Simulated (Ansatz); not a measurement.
AlP (F-43m), HSE06 with spin-orbit coupling, rigid bands run with Ansatz (an electronic-structure program): band gap 2.26 eV, N_c = 1.66e19 cm⁻³ and N_v = 5.06e19 cm⁻³ at 300 K, conductivity masses of 0.327 mₑ (electrons) and 0.670 mₑ (holes). Take k_BT = 0.02585 eV.

What built-in voltage has an abrupt junction with N_A = 1e16 and N_D = 1e18 cm⁻³, all dopants ionised?

V_bi = E_g/e − (k_BT/e) ln(N_c N_v/(N_A N_D)) = 2.26 − 0.02585 × 11.34 = 1.97 V. It follows the computed gap one for one.

A film of it is 5 nm thick. Estimate the confinement energies in an infinite well.

ħ²π²/(2m t²) = 0.376 eV·nm²/(m/mₑ × t²) gives 46.0 meV for electrons and 22.4 meV for holes, so the gap would widen to about 2.33 eV. Finite barriers and nonparabolic bands lower this, and with several valleys or bands the heaviest mass along the normal sets the lowest level, not this average.

What thermal injection velocity √(2k_BT/πm) limits a ballistic channel?

9.41e6 cm/s for electrons and 6.57e6 cm/s for holes, a ratio of √(m_h/m_e) = 1.43, for dilute carriers.

Rigid, parabolic bands with the computed gap; masses take one relaxation time for all states. Geometry: cell and atoms relaxed with PBEsol.
